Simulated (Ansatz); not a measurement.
# SmNi (Cmcm, No. 63; cell taken from a computed entry)

Calculation: PBEsol (Ansatz, a quantum-chemistry and plane-wave program, PAW).

Run with plane-wave cutoff 500 eV, 16×16×14 k mesh (along the axes of the cell as run), Fermi–Dirac smearing 0.1 eV, spin-polarised start, scalar-relativistic PAW data made under PBE.

Cell (relaxed at this level):

Space group Cmcm (No. 63); a = 3.9370 Å, b = 10.4255 Å, c = 4.0091 Å, α = β = γ = 90.00°

```csv
atom,site,symmetry,x,y,z
Sm,4c,m2m,0.0000,0.6431,0.2500
Ni,4c,m2m,0.0000,0.0625,0.7500
```
(The calculation used a cell of 4 atoms; values per cell refer to that cell.)

```json
{
  "band_gap": "zero (no gap)"
}
```

Note: the magnetic order was assumed, not searched for or taken from measurement; a magnet's gap depends somewhat on the PAW data; the relaxation could not lower the start's symmetry, so the cell can be a saddle point above a distorted one; the 4f shell is treated without U or exact exchange, so its levels and filling can be wrong.

Spin–orbit coupling is not included.
